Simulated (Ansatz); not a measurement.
The starting structures come from a database of crystals and need not be the phases stable at ambient conditions.

 Where the default PAW files enter, the runs use the earlier of Ansatz's two default sets.

# Evanescent states of Y(HO)3 (P6_3/m, not sure to be the ambient phase, 14 atoms a cell, 8.9 Å³ an atom, -4 GPa at this level) along the normal of (100)

Level of theory: r2SCAN (plane waves, PAW; Ansatz, an electronic-structure program).

The gap is the functional's own. No spin-orbit coupling. Mid-gap values are interpolated on the energy grid.

Energies count from the valence-band top; κ is the least over a 8×6 mesh across the current.

```json
[
 {"E (eV)": "0.10", "κ (1/Å)": "0.240", "where": "Γ"},
 {"E (eV)": "0.32", "κ (1/Å)": "0.369", "where": "Γ"},
 {"E (eV)": "0.53", "κ (1/Å)": "0.387", "where": "Γ"},
 {"E (eV)": "0.73", "κ (1/Å)": "0.401", "where": "Γ"},
 {"E (eV)": "0.94", "κ (1/Å)": "0.411", "where": "Γ"},
 {"E (eV)": "1.16", "κ (1/Å)": "0.418", "where": "Γ"},
 {"E (eV)": "1.36", "κ (1/Å)": "0.422", "where": "Γ"},
 {"E (eV)": "1.57", "κ (1/Å)": "0.424", "where": "Γ"},
 {"E (eV)": "1.78", "κ (1/Å)": "0.423", "where": "Γ"},
 {"E (eV)": "2.00", "κ (1/Å)": "0.420", "where": "Γ"},
 {"E (eV)": "2.21", "κ (1/Å)": "0.414", "where": "Γ"},
 {"E (eV)": "2.42", "κ (1/Å)": "0.406", "where": "Γ"},
 {"E (eV)": "2.62", "κ (1/Å)": "0.396", "where": "Γ"},
 {"E (eV)": "2.83", "κ (1/Å)": "0.383", "where": "Γ"},
 {"E (eV)": "3.04", "κ (1/Å)": "0.366", "where": "Γ"},
 {"E (eV)": "3.25", "κ (1/Å)": "0.346", "where": "Γ"},
 {"E (eV)": "3.46", "κ (1/Å)": "0.321", "where": "Γ"},
 {"E (eV)": "3.67", "κ (1/Å)": "0.290", "where": "Γ"},
 {"E (eV)": "3.88", "κ (1/Å)": "0.249", "where": "Γ"},
 {"E (eV)": "4.09", "κ (1/Å)": "0.192", "where": "Γ"},
 {"E (eV)": "4.30", "κ (1/Å)": "0.088", "where": "Γ"}
]
```

Q: How thick must the barrier be to attenuate the transmission by 10^4 when the electrodes' Fermi level lies at 0.53 eV, and what attenuation does that film give at 2.62 eV?

A: d = 4 ln 10 / (2 × 0.387) = 11.9 Å. At 2.62 eV it gives 4 × 0.396/0.387 = 4.1 decades.
